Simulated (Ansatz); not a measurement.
Consider SnO$_{2}$ in the rutile structure (space group P4_2/mnm, No. 136; a = 4.8275 Å, c = 3.2382 Å).

The change: an isotropic linear strain of −0.92 %, atoms relaxed at fixed cell.

Levels (all Ansatz, a quantum-chemistry and plane-wave program, PAW): PBE (420 eV, no spin-orbit coupling); r2SCAN (500 eV, no spin-orbit coupling); HSE06 (420 eV, no spin-orbit coupling); PBE+SOC (420 eV, spin-orbit coupling included).

One geometry, relaxed with PBE, under each level:

The valence-band top lists the three highest levels at Γ (Kramers pairs under SOC), from the VBM.

```tsv
level	band gap	lowest conduction level above the VBM at special points	valence-band top at Γ	electron mass	pressure
PBE	0.97 eV	Γ 0.97 eV; X 4.17 eV; M 4.59 eV; A 4.60 eV	0.00, -0.76, -0.76 eV	0.17 mₑ along c, 0.19 mₑ across (at Γ)	5.24 GPa
r2SCAN	[?]	[?]	–	–	[?]
HSE06	2.70 eV	Γ 2.70 eV; X 6.05 eV; M 6.55 eV	–	–	–
PBE+SOC	0.98 eV	Γ 0.98 eV; X 4.17 eV; M 4.60 eV; A 4.60 eV	0.00, -0.75, -0.77 eV	0.17 mₑ along c, 0.19 mₑ across (at Γ)	5.20 GPa
```

Give the withheld r2SCAN results.


- r2SCAN, band gap: 1.63 eV
- r2SCAN, lowest conduction level above the VBM at special points: Γ 1.63 eV; X 4.85 eV; M 5.30 eV; A 5.38 eV
- r2SCAN, pressure: -2.45 GPa

Single points use the geometry relaxed with PBE. Their cutoffs differ, which shifts pressures a little. Differences between runs with and without spin-orbit coupling are approximate. Masses are band curvatures over ±0.01 Å⁻¹ around the edge. Stability against distortions was not tested.
